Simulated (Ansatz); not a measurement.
The starting structures come from a database of crystals and need not be the phases stable at ambient conditions.

 Where the default PAW files enter, the runs use the earlier of Ansatz's two default sets.

Input:

```
CELL_PARAMETERS angstrom
      5.93408     0.00000     0.00000
      0.00000     5.93408     0.00000
      2.96704     2.96704     4.19603
ATOMIC_POSITIONS crystal
  Cs 0.25000 0.75000 0.50000
  Li 0.50000 0.50000 0.00000
  Mo 0.75000 0.25000 0.50000
  O  0.11363 0.37121 0.25758
  O  0.62879 0.37121 0.25758
  O  0.62879 0.37121 0.74242
  O  0.62879 0.88637 0.74242
```

Space group of this cell: F-43m. The cell is taken as given.

Transport runs along the normal of the first two printed cell vectors, the (001) plane of the conventional cell.

The gap is the functional's own. No spin-orbit coupling. Mid-gap values are interpolated on the energy grid.

Q: State the band gap and the smallest decay constant κ at mid-gap according to Ansatz (an electronic-structure program) with r2SCAN.

A: Gap 4.92 eV on a 8×8×8 mesh; κ = 0.497 1/Å, at the zone centre.
